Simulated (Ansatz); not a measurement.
Na3SeI (model structure, started from the Li3OCl type, Pm-3m, No. 221, 5 atoms in the cell), treated with G0W0@PBEsol (Ansatz, an electronic-structure program, plane waves, hard PAW, contour deformation, complete-basis limit).

Settings: largest k mesh 6×6×6 (not extrapolated in the mesh).

Cell (relaxed with PBEsol):

```
Na3ISe
1.0
    5.43494     0.00000     0.00000
    0.00000     5.43494     0.00000
    0.00000     0.00000     5.43494
Na I Se
3 1 1
Direct
  0.00000   0.50000   0.50000
  0.50000   0.00000   0.50000
  0.50000   0.50000   0.00000
  0.00000   0.00000   0.00000
  0.50000   0.50000   0.50000
```

Problem. Predict the band gap.

Solution. 
- band gap = 4.04 eV

Note: the relaxation could raise the start's symmetry but not lower it, so the cell can be a saddle point; the gap holds a correction of +0.21 eV to the complete basis.

Spin–orbit coupling is not included; with these elements it can move the gap by several tenths of an eV or more.

The computed numbers hold no vibrational or temperature effects.

A model structure was made by putting elements into a prototype or built by hand; it is no filed structure, need not be a known phase, and can be a saddle point held by its symmetry.
